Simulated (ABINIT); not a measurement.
# Pressure against volume in fcc Ca (space group 225) (ABINIT, PBEsol)

```
CELL_PARAMETERS angstrom
      0.00000     2.65231     2.65231
      2.65231     0.00000     2.65231
      2.65231     2.65231     0.00000
ATOMIC_POSITIONS crystal
  Ca 0.00000 0.00000 0.00000
```

Method: PBEsol, norm-conserving pseudopotentials (PseudoDojo nc-sr-04 PBEsol standard) (plane waves; ABINIT 10.0.3). Settings: pseudos = [Ca.upf]; ecut = 44 Ha; occopt = 3; tsmear = 0.00183747 Ha; ngkpt = 28 28 28; nshiftk = 1; shiftk = 0 0 0; potentials = PseudoDojo nc-sr-04 PBEsol standard; nband = 10; kptopt = 1; nstep = 80; tolvrs = 1e-11. The cell above is the first row's. The rows scale it uniformly. In all rows the k mesh is held.

| V (Å^3/atom) | P (GPa) |
|---|---|
| 37.3165 | 1.69 |
| 38.1277 | 1.22 |
| 38.9389 | 0.78 |
| 39.7502 | 0.37 |
| 40.5614 | 0.00 |
| 41.3727 | -0.35 |
| 42.1839 | ? |

Task: Fit P against V with a cubic, and predict the withheld value at V = 42.1839.

Result: With u = V - 39.3, the rows have u = -1.9835, -1.1723, -0.3611, 0.4502, 1.2614, 2.0727. Least squares gives P = 0.595 - 0.5036·u + 0.0239·u² - 0.00035·u³. Residuals (row less fit): -0.001, 0.001, 0.000, -0.003, 0.003, -0.001; standard error 0.003 (degrees of freedom: 2). The fitted pressure is zero at V0 = 40.55, where dP/dV = -0.4453, so B0 = -V0·dP/dV = 18.1 GPa. At the withheld row, u = 2.8839, so P = 0.595 - 0.5036 × 2.8839 + 0.0239 × 2.8839² - 0.00035 × 2.8839³ = -0.667 GPa. The calculation gives -0.67 GPa, which the fit meets to the printed digits. The row lies outside the fitted rows, so this is an extrapolation. From the scatter of the fitted rows alone, a prediction at this place has a standard error of 0.012 GPa, so the miss is 0.3 times that.

Carrying the step between the two nearest rows on in a straight line would have given -0.70, off by 0.03; series whose last step already gives the withheld value aren't shown. The reference cell has the volume at which an earlier scan in this program and functional put its minimum by a fit. 2 of the planned runs didn't end soundly and are left out. Cutoffs and mesh are single choices, not tested for convergence of this quantity. Series with a scatter that would blur these digits, or in which a gap closes, are not shown.
